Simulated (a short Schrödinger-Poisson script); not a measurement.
System: MOS inversion layer, Si3N4 on p-type Si(100), at 300 K.

| layer | material | thickness (nm) | Na (cm⁻³) |
|---|---|---|---|
| 1 | Si3N4 | 3.4 | - |
| 2 | Si | 320 | 1.8e18 |

The device is made up for the run: typed textbook-type constants, with dimensions and the other settings drawn at random. Si3N4: permittivity 7.5, conduction-band edge (eV) 1.95, gap (eV) 5.1, electron mass (mₑ) 0.5. Si: permittivity 11.7, conduction-band edge (eV) 0, gap (eV) 1.124, Nv at 300 K (cm⁻³) 3.1e19.

Channel valleys (confinement mass, in-plane density-of-states mass, number): Δ2 0.916, 0.19, 2; Δ4 0.19, 0.417, 4. At the gate the conduction-band edge of layer 1 lies 2.47 eV − eVg above the Fermi level of the channel; the field vanishes at the back. Gaps are held at their typed values at every temperature. Mesh 0.03 nm at interfaces.

From a short Schrödinger-Poisson script (our own, NumPy): 1D Poisson equation in equilibrium, electrons classical, Boltzmann, parabolic valleys, classical holes, full ionisation, no traps, pinning or gate leakage.

The same stack at other levels of the model or other numerical settings:

| run | sheet density of all electrons at Vg = 1.6 V (cm⁻²) | sheet density of all electrons at Vg = 1 V (cm⁻²) | capacitance at Vg = 1.6 V (μF/cm²) | centroid of the channel electrons at Vg = 1.6 V (nm) | rough cost against the base |
|---|---|---|---|---|---|
| base | 7.33e12 | 9.32e11 | 1.84 | 0.27 | about 1 |
| electrons treated as classical, Fermi-Dirac | 6.87e12 | 8.89e11 | 1.73 | 0.40 | 6 |
| electrons treated as quantum, Hartree | 5.07e12 | 1.43e11 | 1.55 | 1.23 | 20 |
| mesh six times as coarse | 7.12e12 | 8.65e11 | 1.80 | 0.36 | about 1 |

The classical rows ignore confinement, and Boltzmann statistics overrate the density once the band edge passes the Fermi level.
